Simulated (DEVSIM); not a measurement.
System: illuminated Si n-on-p cell, one wavelength, with a back-surface field, at 250 K.

```csv
layer (left to right),material,thickness (μm),Nd (cm⁻³),Na (cm⁻³),τn (s),τp (s),absorption coefficient (cm⁻¹)
1,Si,0.160,1.1e18,-,1.7e-7,1.8e-7,220
2,Si,47.0,-,1.4e15,2.3e-7,2.3e-7,220
3,Si,2.00,-,7.7e18,2.3e-7,2.3e-7,220
```

Left contact: ohmic, minority hole recombination velocity 4e6 cm/s. Right contact: ohmic, minority electron recombination velocity 70000 cm/s. Voltage is applied to the left contact. Recombination: SRH at mid-gap, radiative. Light enters at the left, 1.6e18 photons cm⁻² s⁻¹, one pass, no reflection. Mobility is constant in doping.

Constants are typed, rounded textbook-type inputs, not results; the design itself was drawn at random and stands for no fabricated device. Values at 300 K; Nc and Nv go as T^1.5, mobilities as T to minus their exponent, the gap by Varshni's rule with the affinity fixed.

| parameter | Si |
|---|---|
| gap (eV) | 1.124 |
| affinity (eV) | 4.05 |
| permittivity | 11.7 |
| Nc (cm⁻³) | 2.86e19 |
| Nv (cm⁻³) | 3.1e19 |
| μn (cm²/Vs) | 1417 |
| μp (cm²/Vs) | 470 |
| T exponent of μn | 2.3 |
| T exponent of μp | 2.2 |
| B (cm³/s) | 4.7e-15 |
| Varshni α (eV/K) | 0.000473 |
| Varshni β (K) | 636 |

Model (solved in DEVSIM): 1D drift-diffusion, Boltzmann statistics, complete ionisation; no tunnelling, impact ionisation, image-force lowering or self-heating.

**Question.** Tabulate band edges, carrier densities and field at zero bias, in the dark.

**Answer.** Energies count from the Fermi level of the right contact; mesh points crowd at the junctions.

| x (μm) | Ec (eV) | Ev (eV) | n (cm⁻³) | p (cm⁻³) | field (V/cm) |
|---|---|---|---|---|---|
| 0.000 | 0.064 | -1.072 | 1.1e18 | < 1e2 | ≈ 0 |
| 0.03993 | 0.064 | -1.072 | 1.1e18 | < 1e2 | ≈ 0 |
| 0.1083 | 0.064 | -1.072 | 1.1e18 | < 1e2 | ≈ 0 |
| 0.1545 | 0.070 | -1.066 | 8.5e17 | < 1e2 | 15000 |
| 0.2144 | 0.214 | -0.922 | 1.1e15 | < 1e2 | 18000 |
| 0.3717 | 0.459 | -0.677 | 1.2e10 | 540000 | 14000 |
| 0.8449 | 0.875 | -0.261 | < 1e2 | 1.3e14 | 3700 |
| 3.091 | 0.926 | -0.210 | < 1e2 | 1.4e15 | ≈ 0 |
| 9.021 | 0.926 | -0.210 | < 1e2 | 1.4e15 | ≈ 0 |
| 25.50 | 0.926 | -0.210 | < 1e2 | 1.4e15 | ≈ 0 |
| 39.97 | 0.926 | -0.210 | < 1e2 | 1.4e15 | ≈ 0 |
| 45.45 | 0.926 | -0.210 | < 1e2 | 1.4e15 | ≈ 0 |
| 46.61 | 0.927 | -0.209 | < 1e2 | 1.4e15 | 22 |
| 46.99 | 0.937 | -0.199 | < 1e2 | 2.3e15 | 1200 |
| 47.14 | 1.003 | -0.133 | < 1e2 | 4.9e16 | 17000 |
| 47.17 | 1.112 | -0.024 | < 1e2 | 7.7e18 | ≈ 0 |
| 47.24 | 1.112 | -0.024 | < 1e2 | 7.7e18 | ≈ 0 |
| 47.45 | 1.112 | -0.024 | < 1e2 | 7.7e18 | ≈ 0 |
| 48.34 | 1.112 | -0.024 | < 1e2 | 7.7e18 | ≈ 0 |
| 48.90 | 1.112 | -0.024 | < 1e2 | 7.7e18 | ≈ 0 |
| 49.09 | 1.112 | -0.024 | < 1e2 | 7.7e18 | ≈ 0 |
| 49.16 | 1.112 | -0.024 | < 1e2 | 7.7e18 | ≈ 0 |
